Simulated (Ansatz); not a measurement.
**Defect calculation: Ga vacancy (V_Ga) in beta Ga2O3**

Calculation: PBE, PAW (plane waves to 420 eV; Ansatz, a quantum-chemistry and plane-wave program). A supercell of 160 sites (1×4×2 repeats of a cell of 20 atoms) was used; the energies come from a Γ-point sampling of its zone. Site at the start: the Ga(1) site. Charged cells carry a point-charge image correction with potential alignment at far atoms. Dielectric constants: PBE linear response of the host. Host gap at this level: 2.00 eV. Zone-centre sampling of a cell this small can put levels off by half an eV or more. The semilocal functional narrows the gap, so deep levels can fall outside it. Spin–orbit coupling is left out. Each state is the lowest found from its start.

Formation energies E_f are given with the Fermi level at the valence-band maximum. Chemical conditions: Ga-rich (Δμ(Ga) = 0.00 eV; only phases computed here count, gases as isolated molecules at 0 K); O-rich (Δμ(Ga) = -4.56 eV; only phases computed here count, gases as isolated molecules at 0 K). Reference phases: Ga: alpha gallium.

Charges with a result: +1, 0, −1, −2, −3. Others weren't obtained, and one of them could lie lower, also by skipping a charge.

```json
[
 {"charge": "+1†", "moment (μB)": "4.0", "point group": "–", "largest move off a lattice site (Å)": "0.18", "image correction with alignment (eV)": "-0.07", "E_f, Ga-rich (eV)": "–", "E_f, O-rich (eV)": "–", "above the lowest spin state (eV)": "0.00"},
 {"charge": "+1*", "moment (μB)": "not spin-polarised", "point group": "–", "largest move off a lattice site (Å)": "0.16", "image correction with alignment (eV)": "–", "E_f, Ga-rich (eV)": "–", "E_f, O-rich (eV)": "–", "above the lowest spin state (eV)": "0.67"},
 {"charge": "0†", "moment (μB)": "3.0", "point group": "–", "largest move off a lattice site (Å)": "0.15", "image correction with alignment (eV)": "0.04", "E_f, Ga-rich (eV)": "8.98", "E_f, O-rich (eV)": "4.43", "above the lowest spin state (eV)": "0.00"},
 {"charge": "0†", "moment (μB)": "3.0", "point group": "–", "largest move off a lattice site (Å)": "0.15", "image correction with alignment (eV)": "0.04", "E_f, Ga-rich (eV)": "8.98", "E_f, O-rich (eV)": "4.43", "above the lowest spin state (eV)": "0.00"},
 {"charge": "−1", "moment (μB)": "2.0", "point group": "Cs", "largest move off a lattice site (Å)": "0.17", "image correction with alignment (eV)": "0.30", "E_f, Ga-rich (eV)": "9.40", "E_f, O-rich (eV)": "4.84", "above the lowest spin state (eV)": "0.00"},
 {"charge": "−1†", "moment (μB)": "not spin-polarised", "point group": "–", "largest move off a lattice site (Å)": "0.17", "image correction with alignment (eV)": "0.31", "E_f, Ga-rich (eV)": "–", "E_f, O-rich (eV)": "–", "above the lowest spin state (eV)": "0.35"},
 {"charge": "−2", "moment (μB)": "1.0", "point group": "Cs", "largest move off a lattice site (Å)": "0.17", "image correction with alignment (eV)": "0.85", "E_f, Ga-rich (eV)": "10.36", "E_f, O-rich (eV)": "5.81", "above the lowest spin state (eV)": "0.00"},
 {"charge": "−2", "moment (μB)": "1.0", "point group": "Cs", "largest move off a lattice site (Å)": "0.17", "image correction with alignment (eV)": "0.85", "E_f, Ga-rich (eV)": "10.36", "E_f, O-rich (eV)": "5.81", "above the lowest spin state (eV)": "0.00"},
 {"charge": "−3", "moment (μB)": "not spin-polarised", "point group": "Cs", "largest move off a lattice site (Å)": "0.18", "image correction with alignment (eV)": "1.65", "E_f, Ga-rich (eV)": "11.90", "E_f, O-rich (eV)": "7.34", "above the lowest spin state (eV)": "0.00"}
]
```

* At this level the carrier isn't localised at the defect: . Such a state is shallow or no state of the defect, and this cell gives it no level.

† Not settled in this cell, so no level is given: charge +1: level within 0.1 eV of a band edge or past it; charge 0: a correction for the charge's moments that the other states lack.

Point groups are those of the whole cell at tolerances of 0.03 and 0.1 Å ("near" where only the looser one holds); none is given for unsettled states.

Starting moments that weren't kept: charge +1 began with 2 μB and ended with 4.0; charge 0 began with 1 μB and ended with 3.0; charge −2 began with 3 μB and ended with 1.0.

Transition levels above the valence-band maximum: ε(−1/−2) = 0.96 eV; ε(−2/−3) = 1.53 eV. With a charge missing or unsettled, these needn't be thermodynamic levels.

Flagged in the runs: a host whose relaxation on this sampling wasn't shown to rest, a strain field that reaches the edge of the cell, zone-centre sampling.

All states together cost around 6 core-hours (rough).
